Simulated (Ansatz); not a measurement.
LiPd$_{3}$ (Pm-3m), PBEsol, DFPT electron-phonon coupling, linearised Boltzmann equation in Ansatz (a program for electronic structure): phonon-limited resistivity 12.3 μΩ·cm at 300 K, current-weighted mean free path 9.2 nm.

Question: Estimate the resistivity of a 20 nm square wire with diffuse walls from ρ ≈ ρ₀(1 + 3ℓ/4d).

Answer: 1 + 0.75 × 9.2/20 = 1.34, so ρ ≈ 16.5 μΩ·cm and a line 1 μm long has 414 Ω. The formula is the free-electron limit for d well above ℓ; grain boundaries add to it.

Question: What is the classical skin depth at 100 GHz (nonmagnetic, μ₀ = 1.257×10⁻⁶ H/m)?

Answer: δ = √(ρ/(π f μ₀)) = 558 nm.

A metal at this level (no band gap). Only scattering by harmonic phonons is included (no impurities, grain boundaries, electron-electron scattering or thermal expansion). Spin-orbit coupling is left out. The run warned that the eigensolver left some states short of its tolerance. Halving the electron mesh (24x24x24) moves the resistivity by up to 3 % at 300 K, the mean free path by up to 4 %. Smearing 0.20 eV; phonons on a 4x4x4 q mesh, which this run doesn't test.

Computed structure with no diffraction record at hand here (it may be known, metastable or hypothetical): LiPd3 (Pm-3m).
